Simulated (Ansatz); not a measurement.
Take an 8-atom supercell of BP in the zinc blende structure (space group F-43m, No. 216; a = 4.5202 Å) at its relaxed geometry as the base.

Calculations: PBEsol (Ansatz, a first-principles code, PAW, no spin-orbit coupling).

One neutral defect a cell, atoms relaxed at fixed cell.

One change was made to it. Results:

The pressure goes from zero to 30.8 GPa; the largest displacement of a host atom from its site in the perfect cell amounts to 1.13 Å.

**Question.** Which change produced these results?
A) Li interstitial (started 1.96 Å from the nearest host atom), symmetric start
B) P vacancy, symmetric start
C) B vacancy, symmetric start
D) P interstitial (started 1.96 Å from the nearest host atom)

**Answer.** D, P interstitial (started 1.96 Å from the nearest host atom). For comparison, the pressure in the other runs: P vacancy, symmetric start gives -2.6 GPa; B vacancy, symmetric start gives -4.0 GPa; Li interstitial (started 1.96 Å from the nearest host atom), symmetric start gives 12.5 GPa.

Other magnetic orders, which the real material may have, were not ruled out. The cell is small, so the values are those of an ordered compound at a high defect concentration; dilute-limit values will differ. A case with no gap was solved on a k-mesh chosen for an insulator, which is coarse for it. Defects with a symmetric start kept the site's symmetry and may sit on a saddle; the others started slightly shaken. Starting moments died away, wholly or in part, for P interstitial (started 1.96 Å from the nearest host atom), P vacancy and Li interstitial (started 1.96 Å from the nearest host atom); another magnetic solution may exist.
